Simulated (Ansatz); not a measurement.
**Ga2O3, response to strain**

Base system: Ga₂O₃ (space group C2/m, No. 12).

```
Ga2O3
1.0
    6.13895    -1.52367     0.00000
    6.13895     1.52367     0.00000
   -1.37825     0.00000     5.64461
Ga O
4 6
Direct
  0.09047   0.09047   0.79526
  0.90953   0.90953   0.20474
  0.65877   0.65877   0.31445
  0.34123   0.34123   0.68555
  0.16525   0.16525   0.10951
  0.83475   0.83475   0.89049
  0.17324   0.17324   0.56278
  0.82676   0.82676   0.43722
  0.49628   0.49628   0.25598
  0.50372   0.50372   0.74402
```

Cartesian axes are those of the cell as printed.

Strains are applied to the cell and any free atomic positions relax.

Method: PBEsol (Ansatz, a first-principles code, PAW, no SOC).

Notes on the quantities. energy relative to the base: free energy F.

| variant | energy relative to the base | largest internal atomic displacement | volume per atom |
|---|---|---|---|
| base | 0 meV/atom | – | 10.56 Å³ |
| isotropic strain +4.69 % | +97 meV/atom | 0.176 Å | 12.12 Å³ |
| uniaxial strain ε_xx = +1.29 % | +1.2 meV/atom | 0.023 Å | 10.70 Å³ |
| tensor shear ε_xy = −0.99 % | +1.2 meV/atom | 0.016 Å | 10.56 Å³ |
| tensor shear ε_xy = −0.87 % | +0.9 meV/atom | 0.015 Å | 10.56 Å³ |

Stability against distortions was not tested.
